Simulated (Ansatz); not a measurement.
HfO2 (model structure, started from the CdCl2 type, Fm-3m, No. 225, 3 atoms in the cell; like a known high-temperature phase), treated with PBE-D3(BJ) in Ansatz (plane waves, PAW).

Settings: plane-wave cutoff 500 eV, 16×16×16 k mesh, Fermi–Dirac smearing 0.05 eV, scalar-relativistic PAW data made under PBE.

Cell (relaxed at this level):

```cif
data_Hf4O8
_chemical_formula_sum 'Hf4 O8'
_space_group_name_H-M_alt 'Fm-3m'
_space_group_IT_number 225
_space_group_name_Hall '-F 4 2 3'
_cell_length_a 5.07257
_cell_length_b 5.07257
_cell_length_c 5.07257
_cell_angle_alpha 90.000
_cell_angle_beta 90.000
_cell_angle_gamma 90.000
loop_
_atom_site_label
_atom_site_type_symbol
_atom_site_symmetry_multiplicity
_atom_site_Wyckoff_symbol
_atom_site_fract_x
_atom_site_fract_y
_atom_site_fract_z
_atom_site_occupancy
Hf1 Hf 4 a 0.00000 0.00000 0.00000 1
O1 O 8 c 0.25000 0.25000 0.25000 1
```
(The calculation used a cell of 3 atoms; values per cell refer to that cell.)

Give the computed band gap.


- band gap: 3.78 eV (on the SCF k mesh)

Note: held by symmetry at 0 K, a high-temperature phase can be a saddle point.

Spin–orbit coupling is not included.

Computed values are for the static lattice.

It cost about 30 core-seconds (a rough figure) of CPU time.

A model structure was made by putting elements into a prototype or built by hand; it is no filed structure, need not be a known phase, and can be a saddle point held by its symmetry.

Ansatz is a program for electronic structure.
